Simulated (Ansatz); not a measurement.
ZrSi (Cmcm), Ansatz (an electronic-structure program) with PBEsol, DFPT electron-phonon coupling, linearised Boltzmann equation. Phonon-limited resistivity 12.8 μΩ·cm at 300 K along y (a = (1.87, -4.94, 0.00) Å; b = (1.87, 4.94, 0.00) Å; c = (0.00, 0.00, 3.74) Å), 18.0 μΩ·cm at 400 K, current-weighted mean free path 18.8 nm, Drude plasma energy 3.62 eV.

Task: What Drude relaxation time do resistivity and plasma energy imply?

Result: ω_p = 5.50e15 s⁻¹, so τ = 1/(ε₀ ω_p² ρ) = 29.2 fs, a damping ħ/τ of 22.6 meV.

Task: Estimate the electronic thermal conductivity at 300 K by the Wiedemann-Franz law (L₀ = 2.44×10⁻⁸ W·Ω/K²).

Result: L₀T/ρ = 2.44×10⁻⁸ × 300/(12.8×10⁻⁸) = 57.2 W/(m·K). Inelastic scattering puts the true Lorenz number somewhat under L₀ near and below the Debye temperature.

Task: What temperature coefficient of resistance follows, and how does it compare with 1/T?

Result: (ρ₄₀₀ − ρ₃₀₀)/(100 K × ρ₃₀₀) = 4.06×10⁻³ K⁻¹, against 1/T = 3.33×10⁻³ K⁻¹ for a resistivity proportional to T. It lies higher because phonons are still being populated at 300 K; impurities would add a constant and lower it.

A metal at this level (no band gap). Only scattering by harmonic phonons is included (no impurities, grain boundaries, electron-electron scattering or thermal expansion). Spin-orbit coupling is left out. Halving the electron mesh (24x24x24) moves the resistivity by up to 7 % at 300 K, the mean free path by up to 3 %. Smearing 0.20 eV; phonons on a 4x4x4 q mesh, which this run doesn't test.

Formula and space group known from diffraction (Crystallography Open Database), not checked to be the room-temperature form: ZrSi (Cmcm).
